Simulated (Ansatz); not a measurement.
Response to strain in ZrB2

The parent structure is ZrB$_{2}$ (space group P6/mmm, No. 191; a = 3.171 Å, c = 3.542 Å; relaxed with 0.1 eV smearing).

Strains are applied to the cell and any free atomic positions relax.

Calculations: PBE in Ansatz (plane waves to 420 eV, PAW, without spin-orbit coupling).

Notes on the quantities. energy relative to the base: free energy F.

```csv
isotropic strain (%),energy relative to the base (meV/atom)
-2.5,46.4
-1.5,?
-1,7.1
-0.5,1.7
0,0.0
0.5,1.7
1,6.7
2.5,40.1
3,57.0
```

Fit ΔE = Aε² + Bε³ (ε in %) to the rows shown and predict the withheld row.

Least squares on the printed values gives A = 6.92 and B = -0.20 meV/atom (largest residual 0.1 meV/atom); this predicts 16.3 meV/atom, and the run gives 16.2 meV/atom, in agreement.

Stability against distortions was not tested. All final runs are without spin polarisation.

Ansatz is a quantum-chemistry and plane-wave program.
